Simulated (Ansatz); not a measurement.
What pressure 5 GPa does to Ta2N

Take Ta2N (space group P-31m, No. 162; a = 5.2646 Å, c = 4.9113 Å; a cell from a computed database, its experimental status unchecked) as the base.

One thing is altered: a hydrostatic pressure of 5 GPa.

Calculations: PBEsol (Ansatz, a quantum-chemistry and plane-wave program, PAW, spin-orbit coupling left out). Γ-centred 10×10×10 mesh, Fermi–Dirac width 0.05 eV.

```json
[
 {"quantity": "density", "base": "15.89 g/cm³", "changed": "16.14 g/cm³", "shift": "+0.255 g/cm³"},
 {"quantity": "enthalpy H = E + PV relative to the base's energy", "base": "–", "changed": "+0.41 eV/atom", "shift": "–"},
 {"quantity": "band gap", "base": "zero", "changed": "zero", "shift": "–"}
]
```

Load acts through the strain it causes; cell and atoms are relaxed under it. Whether these cells are dynamically stable was not tested. Competing high-pressure phases were not computed. The final runs are not spin-polarised. An odd electron count without spin: Ta2N.
